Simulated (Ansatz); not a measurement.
Al on the 1x1 (100) surface of fcc Cu, one in a 2x2 cell, energies for each (26.4 Å²). Energies are against an atom of fcc Al, without zero-point or thermal terms; each row is named by its start.

Method: PBE (plane waves to 420 eV, PAW; Ansatz, a program for electronic structure).

Task: Which site binds most strongly?
A) top Cu
B) bridge Cu-Cu (span 2.6 Å)
C) hollow Cu-Cu-Cu-Cu over Cu at depth 1.8 Å

Result: C, hollow Cu-Cu-Cu-Cu over Cu at depth 1.8 Å. Adsorption energies: hollow Cu-Cu-Cu-Cu over Cu at depth 1.8 Å 0.05 eV; bridge Cu-Cu (span 2.6 Å) 0.53 eV; top Cu 0.83 eV.
